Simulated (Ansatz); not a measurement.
Levels about the gap of amorphous In₉Ga₉Zn₉O₃₈Si (66 atoms in a cell of 881 Å³, 5.44 g/cm³; zone centre alone, so wide bands show as single levels with stretches between that a denser mesh fills), at the geometry that PBE relaxed, where it gives 0.1 GPa on a denser mesh. The participation number counts the atoms over which a state spreads; weights are charges in smoothed Voronoi cells. The levels come from a single point, so bond lengths are those of that geometry. Method of the levels: r2SCAN, scalar-relativistic without spin-orbit coupling (Ansatz, a quantum-chemistry and plane-wave program). Sampling: the zone centre alone; Fermi-Dirac width 0.02 eV; no spin polarisation.

Preparation: random packing, a CHGNet melt and quench, and a DFT relaxation. O atoms were pushed apart under 1.9 Å during the dynamics, to hinder bonds among them. The hot cell started wider than the set density and was brought back towards it in steps. It is the lowest in DFT energy of 2 quenches. It is a model cell: composition and starting density were chosen by hand, and all elements were melted together. No dispersion term was used. Its density started from a set value of 5.71 and ended at 5.44 g/cm³. The quench (nominally 320 K/ps over its main leg) was far faster than any real one, so the model tends to hold more defects than a real film. Values belong to this one cell and scatter from quench to quench. Volume and shape were free in the relaxation.

```json
[
 {"E - E(highest filled), eV": "-0.33", "filling": "filled", "participation number": "22.0", "largest on": "O, 3 neighbours", "weight O": "0.84", "weight In": "0.02", "weight Ga": "0.01", "weight Zn": "0.13"},
 {"E - E(highest filled), eV": "-0.27", "filling": "filled", "participation number": "20.3", "largest on": "O, 3 neighbours", "weight O": "0.82", "weight In": "0.02", "weight Ga": "0.01", "weight Zn": "0.15"},
 {"E - E(highest filled), eV": "-0.25", "filling": "filled", "participation number": "24.2", "largest on": "O, 3 neighbours", "weight O": "0.84", "weight In": "0.02", "weight Ga": "0.01", "weight Zn": "0.13"},
 {"E - E(highest filled), eV": "-0.20", "filling": "filled", "participation number": "13.6", "largest on": "O, 3 neighbours", "weight O": "0.83", "weight In": "0.02", "weight Ga": "0.01", "weight Zn": "0.14"},
 {"E - E(highest filled), eV": "-0.15", "filling": "filled", "participation number": "15.0", "largest on": "O, 3 neighbours", "weight O": "0.84", "weight In": "0.02", "weight Ga": "0.01", "weight Zn": "0.13"},
 {"E - E(highest filled), eV": "-0.11", "filling": "filled", "participation number": "23.3", "largest on": "O, 3 neighbours", "weight O": "0.81", "weight In": "0.01", "weight Ga": "0.01", "weight Zn": "0.16"},
 {"E - E(highest filled), eV": "0.00", "filling": "filled", "participation number": "17.0", "largest on": "O, 4 neighbours", "weight O": "0.83", "weight In": "0.01", "weight Ga": "0.01", "weight Zn": "0.15"},
 {"E - E(highest filled), eV": "1.36", "filling": "empty", "participation number": "56.4", "largest on": "In, 5 neighbours", "weight O": "0.51", "weight In": "0.23", "weight Ga": "0.13", "weight Zn": "0.13"},
 {"E - E(highest filled), eV": "3.70", "filling": "empty", "participation number": "17.6", "largest on": "In, 5 neighbours", "weight O": "0.55", "weight In": "0.32", "weight Ga": "0.05", "weight Zn": "0.08"},
 {"E - E(highest filled), eV": "3.87", "filling": "empty", "participation number": "20.7", "largest on": "In, 5 neighbours", "weight O": "0.55", "weight In": "0.30", "weight Ga": "0.09", "weight Zn": "0.05"},
 {"E - E(highest filled), eV": "4.17", "filling": "empty", "participation number": "34.5", "largest on": "In, 5 neighbours", "weight O": "0.57", "weight In": "0.26", "weight Ga": "0.07", "weight Zn": "0.10"},
 {"E - E(highest filled), eV": "4.37", "filling": "empty", "participation number": "29.7", "largest on": "In, 5 neighbours", "weight O": "0.57", "weight In": "0.27", "weight Ga": "0.09", "weight Zn": "0.06"},
 {"E - E(highest filled), eV": "4.46", "filling": "empty", "participation number": "24.7", "largest on": "In, 4 neighbours", "weight O": "0.56", "weight In": "0.29", "weight Ga": "0.10", "weight Zn": "0.05"},
 {"E - E(highest filled), eV": "4.74", "filling": "empty", "participation number": "42.8", "largest on": "Ga, 4 neighbours", "weight O": "0.56", "weight In": "0.12", "weight Ga": "0.17", "weight Zn": "0.14"}
]
```

Most localised among these is the filled level at -0.20 eV, on a O atom, which has 3 neighbours (Ga 1.88 Å, In 2.11 Å, In 2.24 Å).
